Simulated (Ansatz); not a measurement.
## Si: pressure series

Base system: Si in the diamond structure (space group Fd-3m, No. 227; a = 5.4699 Å).

Cell and atoms are relaxed at each pressure.

Calculations: Ansatz (a first-principles code), PBE, PAW, cutoff 420 eV, spin-orbit coupling left out, earlier PAW set.

Computed cases, in order: pressure −2 GPa; pressure −1 GPa; 0 GPa (base); pressure 1.8 GPa; pressure 4.2 GPa; pressure 9 GPa; pressure 18 GPa; pressure 30 GPa; pressure 45 GPa; pressure 60 GPa.

Q: Between which two neighbouring cases does the band gap open or close?

A: Between pressure 30 GPa (0.15 eV) and pressure 45 GPa (zero). The whole series: pressure −2 GPa: 0.66 eV; pressure −1 GPa: 0.63 eV; 0 GPa (base): 0.61 eV; pressure 1.8 GPa: 0.58 eV; pressure 4.2 GPa: 0.53 eV; pressure 9 GPa: 0.45 eV; pressure 18 GPa: 0.31 eV; pressure 30 GPa: 0.15 eV; pressure 45 GPa: zero; pressure 60 GPa: zero.

The mesh was chosen for an insulator and is coarse for the gapless case. Load acts through the strain it causes; cell and atoms are relaxed under it. Whether these cells are dynamically stable was not tested. Measured, Si leaves this structure (for the β-tin structure) near 12 GPa (room temperature; as listed in arXiv:1906.07825). A zero or small gap of Si under pressure 30 GPa, Si under pressure 45 GPa and Si under pressure 60 GPa can be the functional's error rather than a property of the material.
